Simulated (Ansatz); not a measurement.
Worked example: self-consistent single point of Sr2Mg (I4mm, 3 atoms in the cell) in Ansatz (an electronic-structure program).

Method of the run: PBEsol, default PAW files made with PBE (plane waves; Ansatz).

```
CELL_PARAMETERS angstrom
     -2.12880     2.12880     7.28373
      2.12880    -2.12880     7.28373
      2.12880     2.12880    -7.28373
ATOMIC_POSITIONS crystal
  Sr 0.36146 0.36146 0.00000
  Sr 0.64197 0.64197 0.00000
  Mg 0.00000 0.00000 0.00000
```

Reference input (self-consistent single point, DFT, PBEsol, plane waves, default PAW files made with PBE): basis.ecutwfc = 420 eV; kpoints.mp_grid.grid = 9 9 9; hamiltonian.xc = pbesol; hamiltonian.pseudopotentials = {kind: paw} (the program's default PAW files); scf.occupations.method = gaussian; scf.occupations.width = 0.1 eV. This run's input differs from it in these lines:

Ansatz 0.2 input:
```diff
@@ -13,3 +13,3 @@
 kpoints:
-  mp_grid: { grid: [9, 9, 9] }
+  mp_grid: { grid: [18, 18, 18] }
 hamiltonian:
@@ -18,3 +18,3 @@
 scf:
-  occupations: { method: gaussian, width: 0.1 }
+  occupations: { method: gaussian, width: 0.3 }
 output:
```

The program printed (abridged):

```
SCF iter   1: F=—  HF=-8896.627460 eV  |F-HF|=—  |Δ(HF+E_count)|=         —  Δρ=1.51e-3  dr2=3.62e-3  ethr=1.77e-3  ⟨swp⟩=7.6  Hψ=52348  notcnv=0
all-band conjugate gradients solve this SCF's bands
preconditioner: auto → Kerker (q_TF=auto, 2.131 Å⁻¹)
SCF iter   2: F=—  HF=-8896.627401 eV  |F-HF|=—  |Δ(HF+E_count)|=   5.81e-5  Δρ=7.65e-4  dr2=1.47e-3  ethr=1.21e-5  ⟨swp⟩=2.9  Hψ=21723  notcnv=0
SCF iter   3: F=—  HF=-8896.627154 eV  |F-HF|=—  |Δ(HF+E_count)|=   2.48e-4  Δρ=2.56e-4  dr2=1.21e-4  ethr=4.90e-6  ⟨swp⟩=2.2  Hψ=16079  notcnv=0
SCF iter   4: F=—  HF=-8896.627120 eV  |F-HF|=—  |Δ(HF+E_count)|=   3.40e-5  Δρ=8.93e-5  dr2=1.16e-5  ethr=4.02e-7  ⟨swp⟩=2.0  Hψ=15870  notcnv=0
SCF iter   5: F=—  HF=-8896.627091 eV  |F-HF|=—  |Δ(HF+E_count)|=   2.89e-5  Δρ=1.96e-5  dr2=6.89e-7  ethr=3.88e-8  ⟨swp⟩=2.0  Hψ=16556  notcnv=0
SCF iter   6: F=-8896.627091 eV  HF=-8896.627091 eV  |F-HF|=8.41e-9  |Δ(HF+E_count)|=   1.99e-7  Δρ=3.35e-6  dr2=3.41e-8  ethr=3.33e-10  ⟨swp⟩=7.7  Hψ=53108  notcnv=0
SCF 1 converged in 6 iterations: F = -8896.627091 eV  dr2 = 3.41e-8
Free energy (F): -8896.627091 eV
Internal energy: -8896.485770 eV  (E = F + TS)
E sigma→0 (E₀):  -8896.556430 eV
Entropy (-TS):   -0.141321 eV (-47.107 meV/atom)
Fermi energy:    4.942124 eV
--- Forces (eV/Å), atoms counted from 1 ---
  atom   1  Sr    -0.00000000    -0.00000000    -0.08889226
  atom   2  Sr     0.00000000     0.00000000     0.05240370
  atom   3  Mg    -0.00000000     0.00000000     0.03648821
--- Stress (GPa, compression-positive) ---
       -1.045701       0.000000      -0.000000
        0.000000      -1.045701      -0.000000
       -0.000000      -0.000000      -0.855954
  P = ⅓ Tr σ = -0.9825 GPa (-9.825 kbar)
  The stress holds the Pulay correction. Without it, at fixed plane waves, as pw.x and ABINIT print it: P = -0.9848 GPa
```

The run converged in 6 iterations. Against the reference run the free energy drops by 19.9 meV/atom, the pressure hardly changes (-1.07 to -0.98 GPa) and the largest force goes from 0.083 to 0.089 eV/Å.

The starting cell comes from a database of computed structures (which also holds hypothetical and non-ambient phases and stackings), without a prior relaxation at this level. Its lattice was rescaled by up to half a per cent. One atom was moved a little off its site on purpose. Ansatz's pressure includes its estimate of the finite-basis (Pulay) stress.

Cost on one core of a shared machine: roughly 90 s.
